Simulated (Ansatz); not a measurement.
Start from AlN in the wurtzite structure (space group P6_3mc, No. 186; a = 3.130 Å, c = 5.018 Å).

Method: Ansatz (a quantum-chemistry and plane-wave program) PBE, spin-orbit coupling left out.

Base values:

- Valence-band top at Γ: 0.00, -0.20, -0.20 eV
- Gap character: direct at Γ

It is then changed as follows: an isotropic linear strain of +2.40 %; the atoms relax in the strained cell.

Problem. Estimate the effect on the valence-band top at Γ, mean gap deformation potential ΔEg/Δln V and gap character.

Solution. The valence-band top at Γ (three highest levels, from the VBM) becomes 0.00, -0.18, -0.18 eV (base: 0.00, -0.20, -0.20 eV); the mean gap deformation potential ΔEg/Δln V comes out as -8.4 eV; the gap character remains direct at Γ.

No phonon test of stability was made.
